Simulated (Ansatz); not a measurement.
The starting structures come from a database of crystals and need not be the phases stable at ambient conditions.

 Where the default PAW files enter, the runs use the earlier of Ansatz's two default sets.

## Evanescent states of LaGaO3 (R-3c, not sure to be the ambient phase, 10 atoms a cell, 12.2 Å³ an atom, -5 GPa at this level) along the normal of (101)

These are r2SCAN (plane waves, PAW; Ansatz, a quantum-chemistry and plane-wave program) values and carry that method's errors.

No gap correction and no spin-orbit coupling; mid-gap values are interpolated between computed energies.

Energies count from the valence-band top; κ is the least over a 6×6 mesh across the current.

| E (eV) | κ (1/Å) | where |
|---|---|---|
| 0.10 | 0.136 | off Γ |
| 0.28 | 0.232 | off Γ |
| 0.47 | 0.271 | Γ |
| 0.67 | 0.295 | Γ |
| 0.85 | 0.315 | Γ |
| 1.04 | 0.331 | Γ |
| 1.24 | 0.345 | Γ |
| 1.43 | 0.356 | Γ |
| 1.61 | 0.364 | Γ |
| 1.80 | 0.371 | Γ |
| 2.00 | 0.375 | Γ |
| 2.19 | 0.377 | Γ |
| 2.38 | 0.376 | Γ |
| 2.56 | 0.373 | Γ |
| 2.75 | 0.365 | Γ |
| 2.94 | 0.353 | Γ |
| 3.13 | 0.334 | Γ |
| 3.33 | 0.307 | Γ |
| 3.52 | 0.270 | Γ |
| 3.71 | 0.222 | Γ |
| 3.90 | 0.156 | Γ |

How thick must the barrier be to attenuate the transmission by 10^4 when the electrodes' Fermi level lies at 2.94 eV, and what attenuation does that film give at 1.24 eV?

d = 4 ln 10 / (2 × 0.353) = 13.0 Å. At 1.24 eV it gives 4 × 0.345/0.353 = 3.9 decades.
